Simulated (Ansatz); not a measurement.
Start from TlBr in the CsCl type structure (space group Pm-3m, No. 221; a = 3.840 Å).

All numbers come from Kohn–Sham DFT with the LDA functional, run in Ansatz (a quantum-chemistry and plane-wave program) with PAW and 420 eV plane waves, no spin-orbit coupling.

One change was made to it. Results:

```json
[
 {"quantity": "band gap", "base": "1.37 eV", "after": "zero"},
 {"quantity": "volume per atom", "base": "28.30 Å³", "after": "20.80 Å³"}
]
```

Task: Which of these changes matches the shifts?
A) pressure 22.5 GPa
B) pressure 9 GPa
C) pressure −2 GPa

Result: A, pressure 22.5 GPa. For comparison, the band gap in the other runs: pressure −2 GPa gives 1.57 eV; pressure 9 GPa gives 0.45 eV.

The mesh was chosen for an insulator and is coarse for the gapless case. Spin-orbit coupling, missing from the scalar runs, can matter with Tl. Load acts through the strain it causes; cell and atoms are relaxed under it. No phonon test of stability was made. No other phases were tried under pressure. All final runs are without spin polarisation. The zero or small gap of TlBr under pressure 22.5 GPa can change with the level of theory.
